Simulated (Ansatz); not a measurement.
The parent structure is Cu in the fcc (Cu type) structure (space group Fm-3m, No. 225).

```
Cu
1.0
    0.00000     1.78838     1.78838
    1.78838     0.00000     1.78838
    1.78838     1.78838     0.00000
Cu
1
Cartesian
  0.00000   0.00000   0.00000
```

The values are results of r2SCAN (Ansatz, a quantum-chemistry and plane-wave program; PAW; 500 eV plane waves; spin-orbit coupling left out), not measurements.

For the base:

| Item | Value |
|---|---|
| Lattice parameter a | 6.759 bohr |

Perturbation: every Cu is replaced by Au; the structure is relaxed again.

Tabulated Pauling electronegativity and covalent radius: Cu 1.90, 1.32 Å; Au 2.54, 1.36 Å.

### Question
Estimate the effect on the lattice parameter a.

### Answer
The lattice parameter a goes up by 1.034 bohr to 7.793 bohr.

Whether these cells are dynamically stable was not tested. All final runs are without spin polarisation.
